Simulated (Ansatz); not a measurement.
Short convergence ladders for Hf₂CoP (Pm, 8 atoms in the cell)

```yaml
crystal:
  lattice:
    - [5.12723, 0.00000, 0.00000]
    - [0.00000, 3.54677, 0.00000]
    - [-2.42338, 0.00000, 6.90814]
  atoms:
    - { symbol: Hf, position: [0.77582, 0.25000, 0.57076] }
    - { symbol: Hf, position: [0.22760, 0.75000, 0.43648] }
    - { symbol: Hf, position: [0.29612, 0.25000, 0.08172] }
    - { symbol: Hf, position: [0.70388, 0.75000, 0.91828] }
    - { symbol: Co, position: [0.35977, 0.25000, 0.71069] }
    - { symbol: Co, position: [0.64023, 0.75000, 0.28931] }
    - { symbol: P, position: [0.86171, 0.25000, 0.21106] }
    - { symbol: P, position: [0.13829, 0.75000, 0.78894] }
```

Base method: PBEsol, default PAW files made with PBE (plane waves; Ansatz, an electronic-structure program).

Base settings: basis.ecutwfc = 420 eV; kpoints.mp_grid.grid = 3 5 2; hamiltonian.xc = pbesol; hamiltonian.pseudopotentials = {kind: paw} (the program's default PAW files); scf.occupations.method = gaussian; scf.occupations.width = 0.1 eV.

The count of work is k-points × plane waves × bands × iterations; it is no time. Core times come from one kind of shared machine, to one figure; runs under 30 s give none.

**The cutoff for other potential files**

Level: DFT, PBEsol, plane waves, harder PAW files (source: ansatz) made with PBE.

In this ladder: hamiltonian.pseudopotentials = {kind: paw, source: ansatz}.

The second cell is the first with its lattice scaled by 0.98.

The mesh stays at the base's, so the ladder's end is converged at best in this setting alone.

The first pressure column holds Ansatz's estimate of the finite-basis (Pulay) stress, which hides part of the cutoff error; the other is without it.

Only quantities that move along the ladder and can be compared are tabulated.

```tsv
basis.ecutwfc	free energy less the last step's (meV/atom)	energy of the compressed cell less the first (meV/atom)	pressure (GPa)	pressure without the Pulay estimate (GPa)	largest difference of a force vector from the last step's (eV/Å)	count of work / last	core time / last (rough)
405 eV	2027.19	38.29	1.10	-103.29	0.241	0.12	–
495 eV	381.17	38.18	0.50	-23.59	0.021	0.16	–
630 eV	27.27	36.97	0.39	-1.99	0.002	0.23	0.2
765 eV	1.88	37.07	0.39	0.23	0.001	0.28	0.3
900 eV	0.67	37.07	0.38	0.37	0.000	0.35	0.4
1080 eV	0.39	37.06	0.38	0.37	0.000	0.47	0.5
1350 eV	0.17	37.06	0.38	0.37	0.000	0.65	0.7
1800 eV	0.00	37.05	0.38	0.38	0.000	1.0	1
```

Coarsest basis.ecutwfc that holds the forces within 0.005 eV/Å of the last step, with all finer ones: 630 eV, at 0.23 of the last step's count of work and about 0.2 of the last step's time; the step before is off by 0.021 eV/Å.

Coarsest basis.ecutwfc that holds the pressure without the Pulay estimate within 0.2 GPa of the last step, with all finer ones: 765 eV, at 0.28 of the last step's count of work and about 0.3 of the last step's time; the step before is off by 2.4 GPa.

Coarsest basis.ecutwfc that holds the pressure within 0.2 GPa of the last step, with all finer ones: 495 eV, at 0.16 of the last step's count of work; the step before is off by 0.72 GPa.

The energy difference between the two cells stays within 1 meV/atom of the last step's from 630 eV on, the total only from 900 eV on: much of the error is common to both cells and cancels.

Two neighbours can agree and both be off: 405 eV and 495 eV differ by 0.11 meV/atom in the energy of the compressed cell less the first, yet lie about 1.1 meV/atom from the last step.

At the lowest cutoff the pressure without the Pulay estimate lies 104 GPa under the last step's, the usual sign of Pulay stress in an incomplete plane-wave basis.

**The density cutoff**

The mesh stays at the base's, so the ladder's end is converged at best in this setting alone.

Only quantities that move along the ladder and can be compared are tabulated.

```tsv
basis.ecutrho_ratio	free energy less the last step's (meV/atom)	pressure (GPa)
2	-3.28	0.54
3	-0.06	0.33
4	0.00	0.33
5	0.00	0.33
6	0.00	0.33
8	0.00	0.33
10	0.00	0.33
12	0.00	0.33
16	0.00	0.33
```

Coarsest basis.ecutrho_ratio that holds the free energy within 2 meV/atom of the last step, with all finer ones: 3; the step before is off by 3.3 meV/atom.

Coarsest basis.ecutrho_ratio that holds the pressure within 0.05 GPa of the last step, with all finer ones: 3; the step before is off by 0.21 GPa.

**The relaxed cell against the cutoff**

On Hf2CoP (P2_1/m, 8 atoms in the cell): atoms on their sites.

In this ladder: relax = cell and atoms.

The mesh stays at the base's, so the ladder's end is converged at best in this setting alone.

Only quantities that move along the ladder and can be compared are tabulated.

```tsv
basis.ecutwfc	relaxed volume (Å³/atom)	relaxation steps	core time / last (rough)
295 eV	15.779	21	0.7
355 eV	15.732	10	0.4
420 eV	15.722	7	0.4
505 eV	15.721	7	0.5
630 eV	15.721	7	0.6
840 eV	15.721	7	1
```

Coarsest basis.ecutwfc that holds the relaxed volume within 0.016 Å³/atom of the last step, with all finer ones: 355 eV, at about 0.4 of the last step's time; the step before is off by 0.059 Å³/atom.

At the lowest cutoff the cell relaxes to a volume 0.4 % larger than at the highest. Ansatz relaxes on a stress corrected for the finite basis.

On the base run: the starting cell comes from a database of computed structures (which also holds hypothetical and non-ambient phases and stackings), without a prior relaxation at this level. Its lattice was rescaled by up to half a per cent. One atom was moved a little off its site on purpose. Spin polarisation is off, so a magnetic state, if there is one, cannot be reached. Without a gap this mesh is coarse (it stands for a supercell whose shortest vector is 15 Å).

Left out of this page: 2 runs of the series stopped by limits of time or memory.

Keys are those of Ansatz 0.2.
